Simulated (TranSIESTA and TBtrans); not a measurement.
Device: Si chain with a F atom beside one bond. Leads: straight Si chain, spacing 2.25 Å. Geometry: 3 atoms about the centre moved by SIESTA (PBE, DZP) to a largest force of 0.03 eV/Å, all others as built. Transport runs along z; the first 6 and the last 6 of the 23 atoms are the lead cells, repeated to infinity.

```xyz
23
Lattice="9.000 0.000 0.000 0.000 9.000 0.000 0.000 0.000 49.500" Properties=species:S:1:pos:R:3 pbc="F F T"
Si     4.500     4.500     0.000
Si     4.500     4.500     2.250
Si     4.500     4.500     4.500
Si     4.500     4.500     6.750
Si     4.500     4.500     9.000
Si     4.500     4.500    11.250
Si     4.500     4.500    13.500
Si     4.500     4.500    15.750
Si     4.500     4.500    18.000
Si     4.500     4.500    20.250
Si     4.716     4.500    22.475
Si     4.705     4.500    24.773
Si     4.500     4.500    27.000
Si     4.500     4.500    29.250
Si     4.500     4.500    31.500
Si     4.500     4.500    33.750
F      6.282     4.500    23.628
Si     4.500     4.500    36.000
Si     4.500     4.500    38.250
Si     4.500     4.500    40.500
Si     4.500     4.500    42.750
Si     4.500     4.500    45.000
Si     4.500     4.500    47.250
```

Run with TranSIESTA and TBtrans (open boundaries, self-consistent; PseudoDojo norm-conserving potentials, scalar-relativistic): PAO.BasisSize DZP, PAO.EnergyShift 0.15 eV, XC.Authors PBE, Mesh.Cutoff 200 Ry, ElectronicTemperature 300 K, TS.Voltage 0.0 eV, TBT.Elecs.Eta 0.001 eV, no spin polarisation.

Energies count from the leads' Fermi level. Transmissions are for one spin of a degenerate pair. The energy step is 0.01 eV; narrower resonances are cut or missed.

| E (eV) | T |
|---|---|
| -0.20 | 2.08 |
| -0.15 | 2.09 |
| -0.10 | 2.09 |
| -0.05 | 2.09 |
| 0.00 | 2.09 |
| 0.05 | 2.08 |
| 0.10 | 2.08 |
| 0.15 | 2.07 |
| 0.20 | 2.06 |

Problem. Give the zero-bias conductance in μS and the resistance at 300 K.

Solution. At the Fermi level T = 2.09. Averaged with −∂f/∂E over the full grid (kT = 25.9 meV) it is 2.09. With G0 = 2e²/h = 77.48 μS, G = 162 μS and R = 1/G = 6.17 kΩ.

Problem. The eigenchannels at the Fermi level transmit 0.992, 0.883, 0.214. What Fano factor of the shot noise follows at low temperature and bias?

Solution. F = Σ τ(1 − τ)/Σ τ = 0.279/2.09 = 0.13.

The straight chain is held at its spacing; free chains may zigzag or dimerise. No spin-polarised start was tried, so a magnetic state, if there is one, is missed.
